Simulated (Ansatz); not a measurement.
The parent structure is GaAs (space group Pa-3, No. 205; a = 6.927 Å; a cell from a computed database, its experimental status unchecked). Axes: x, y, z lie along the cube axes.

Level of theory: PBEsol (Ansatz, a program for electronic structure, PAW, no spin-orbit coupling).

One thing is altered: the cell is scaled by 1.0250 in all directions; the atoms relax in the strained cell.

**Question.** Predict the stress tensor and what it implies for the stiffness.

**Answer.** Stress of the strained cell less that of the base (GPa, compression positive):
```
   -4.2     0.0     0.0
    0.0    -4.2     0.0
    0.0     0.0    -4.2
```

Then B = −ΔP/(ΔV/V₀) with ΔV/V₀ = 0.0769 gives secant stiffness values (nonlinear terms included at this strain): B ≈ 54 GPa.

As a check, the harmonic strain energy −½ V₀ Δσ:ε is 20 meV/atom; the computed energy rise is 22 meV/atom.

Stability against distortions was not tested. All final runs are without spin polarisation. This is not the structure that GaAs has at room temperature and ambient pressure.
